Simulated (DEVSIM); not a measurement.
Structure: Schottky contact on p-type GaP, at 250 K.

Layer 1 from the left is GaP, thickness (μm) 1.10, Na (cm⁻³) 2e15, τn (s) 1.9e-7, τp (s) 1.9e-7.

Left contact: Schottky, work function 5.02 eV, emission velocity 2.6e6 cm/s. Right contact: ohmic. Voltage is applied to the left contact. Recombination: SRH at mid-gap, Auger. Mobility is constant in doping.

Constants are typed, rounded textbook-type inputs, not results; the design itself was drawn at random and stands for no fabricated device. Values at 300 K; Nc and Nv go as T^1.5, mobilities as T to minus their exponent, the gap by Varshni's rule with the affinity fixed.

GaP: gap (eV) 2.26, affinity (eV) 3.8, permittivity 11.1, Nc (cm⁻³) 1.8e19, Nv (cm⁻³) 1.9e19, μn (cm²/Vs) 250, μp (cm²/Vs) 150, T exponent of μn 1.6, T exponent of μp 1.98, Cn (cm⁶/s) 1e-30, Cp (cm⁶/s) 1e-30, Varshni α (eV/K) 0.00058, Varshni β (K) 372.

Simulated with DEVSIM: 1D drift-diffusion, Boltzmann statistics, complete ionisation; no tunnelling, impact ionisation, image-force lowering or self-heating. Metal contacts follow the ideal Schottky-Mott rule: no Fermi-level pinning, no interface dipoles.

Dark forward current:

```csv
|V| (V),|J| (A/cm²)
0.10,1.749e-13
0.15,1.774e-12
0.20,1.783e-11
0.25,1.787e-10
0.30,1.788e-9
0.35,1.785e-8
0.40,1.777e-7
0.45,1.761e-6
0.50,1.737e-5
0.55,0.0001701
0.60,0.001649
0.65,0.01569
0.70,0.1439
0.75,1.175
0.80,6.640
0.85,20.73
0.90,41.85
0.95,66.90
1.00,94.14
1.05,122.7
1.10,152.0
1.15,181.9
1.20,212.2
1.25,242.7
1.30,273.4
1.35,304.3
```

**Question.** Work out the local ideality factor n = ΔV / (kT/q · ln(J2/J1)) between the rows 0.10 and 0.15 V, 1.30 and 1.35 V.

**Answer.** kT/q = 21.54 mV. From 0.10 to 0.15 V: ln(1.774e-12/1.749e-13) = 2.317, n = 1.00, near the 1 of diffusion or emission over a barrier. From 1.30 to 1.35 V: ln(304.3/273.4) = 0.107, n = 21.68; the layers' resistance at their doping, Σ W/(qμN) = 0.0016 Ω cm², would take 49 mV of this step of 50 mV.

**Question.** Estimate the current at 0.40 V for emission alone, J0 = q v N_band exp(−φB/kT), and read the barrier back from the simulated current.

**Answer.** φB = 1.059 eV, N_band = 1.45e19 cm⁻³, J0 = 2.63e-15 A/cm²; J = J0 (exp(qV/kT) − 1) = 3.05e-7 A/cm². The simulation gives 1.78e-7 A/cm²; the estimate lies 72 % above. Read backwards, the simulated current gives an apparent barrier of 1.071 eV. The estimate leaves out transport through the depletion region and minority injection.
